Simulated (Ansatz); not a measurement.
Consider Al in the fcc (Cu type) structure (space group Fm-3m, No. 225; a = 4.041 Å; relaxed with 0.1 eV smearing).

(Cell as relaxed with PBE.)

Levels (all Ansatz, a program for electronic structure, PAW, earlier PAW set): PBE (420 eV, no spin-orbit coupling); r2SCAN (500 eV, spin-orbit coupling left out).

Each level relaxes its own structure.

```
base                        PBE      r2SCAN
-------------------  ----------  ----------
volume per atom        16.49 Å³    15.91 Å³
lattice parameter a  7.636 bohr  7.544 bohr
band gap                   zero        zero
```

The change: the cell is scaled by 1.0594 in all directions; the atoms relax in the strained cell.

```csv
quantity,PBE,r2SCAN
energy relative to the base (free energy F),+102 meV/atom,+118 meV/atom
pressure,-8.9 GPa,-10.7 GPa
```

PBE's energy relative to the base lies 16 meV/atom below r2SCAN's; PBE's pressure lies 1.8 GPa above r2SCAN's. Neither level is exact; r2SCAN is the comparison here, not a measurement.

Whether these cells are dynamically stable was not tested.
